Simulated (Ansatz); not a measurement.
Consider Al2O3 in the corundum structure (space group R-3c, No. 167; a = 4.808 Å, c = 13.122 Å (hexagonal axes)).

Level of theory: Ansatz (a quantum-chemistry and plane-wave program) PBE, scalar-relativistic without spin-orbit coupling, earlier PAW set.

Before the change:

| Property | Value |
|---|---|
| Lattice parameter a | 4.808 Å |
| Electron mass | 0.38 mₑ along c, 0.37 mₑ across (at Γ) |
| Valence-band top at Γ | 0.00, -0.03, -0.03 eV |

Perturbation: cell and atoms relaxed at a pressure of 9 GPa.

Problem. Estimate the effect on the mean gap deformation potential ΔEg/Δln V.

Solution. The mean gap deformation potential ΔEg/Δln V comes out as -12.1 eV.

Problem. Predict the new lattice parameter a.

Solution. The lattice parameter a decreases by 0.056 Å to 4.752 Å.

Problem. What happens to the electron mass?

Solution. The electron mass changes from 0.38 mₑ along c, 0.37 mₑ across (at Γ) to 0.41 mₑ along c, 0.38 mₑ across (at Γ).

Problem. Predict the new valence-band top at Γ.

Solution. The valence-band top at Γ (three highest levels, from the VBM) goes from 0.00, -0.03, -0.03 eV to 0.00, -0.06, -0.06 eV.

Load acts through the strain it causes; cell and atoms are relaxed under it. Masses are band curvatures over ±0.01 Å⁻¹ around the edge. Whether these cells are dynamically stable was not tested. Competing high-pressure phases were not computed.
